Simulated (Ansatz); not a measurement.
For Ta2GeN (model structure, started from the MAX type, P6₃/mmc, No. 194, 8 atoms in the cell), PBE (plane waves, PAW; Ansatz, a program for electronic structure) gives:

* **equilibrium lattice constant a**: 3.265 Å
* **lattice parameter c**: 12.251 Å
* **bulk modulus B0**: 213 GPa
* **cohesive energy**: 6.84 eV/atom

Task: What does r²SCAN (plane waves, PAW; Ansatz) give for the same quantities?

Result: 
- lattice constant a: 3.273 Å (increases by 0.2 %)
- lattice parameter c: 12.011 Å (shrinks by 2.0 %)
- bulk modulus: 226 GPa (increases by 6.1 %)
- cohesive energy: 6.72 eV/atom (decreases by 0.12 eV/atom)

Changes are worked out from the printed values.

Unless a cell is named, each level is at its own relaxed cell (PBE 14.14, r²SCAN 13.93 Å³/atom).

Levels without +SOC leave out spin–orbit coupling, which shifts energies and cells of such heavy elements.

Caveats: the bulk modulus is −V dP/dV from two relaxed cells at ±2 % in volume (PBE, r²SCAN). Ansatz's density-functional and Hartree–Fock values are scalar-relativistic unless marked +SOC, with PAW data made under PBE.

A model structure was made by putting elements into a prototype or built by hand; it is no filed structure, need not be a known phase, and can be a saddle point held by its symmetry.
